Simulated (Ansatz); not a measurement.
Si2N2Se (Cmc2₁, No. 36, 10 atoms in the cell; start mp-1245915), treated with PBE0 in Ansatz (plane waves, PAW).

Run with plane-wave cutoff 460 eV, 4×4×6 k mesh (along the axes of the cell as run), Fermi–Dirac smearing 0.01 eV, scalar-relativistic PAW data made under PBE.

Cell (relaxed with PBEsol):

Space group Cmc2₁ (No. 36); a = 10.748 Å, b = 5.580 Å, c = 4.877 Å, α = β = γ = 90.00°

| atom | site | symmetry | x | y | z |
|---|---|---|---|---|---|
| Si | 8b | 1 | 0.1873 | 0.3545 | 0.4099 |
| Se | 4a | m.. | 0.0000 | 0.2186 | 0.2611 |
| N | 8b | 1 | 0.2777 | 0.1284 | 0.2564 |
(The calculation used a cell of 10 atoms; values per cell refer to that cell.)

### Question
Give the computed band gap and smallest direct gap on the k points sampled.

### Answer

- band gap = 4.59 eV (on the SCF k mesh) (indirect)
- smallest direct gap on the k points sampled = 4.86 eV

Note: cell and atoms aren't relaxed at this level (largest force component 0.17 eV/Å, pressure -1.4 GPa).

Spin–orbit coupling is not included.

Computed values are for the static lattice.

It cost about 10 core-minutes (a rough figure) of CPU time.

A start named mp-… is a Materials Project structure, which need not be a measured phase.

Ansatz is a quantum-chemistry and plane-wave program.
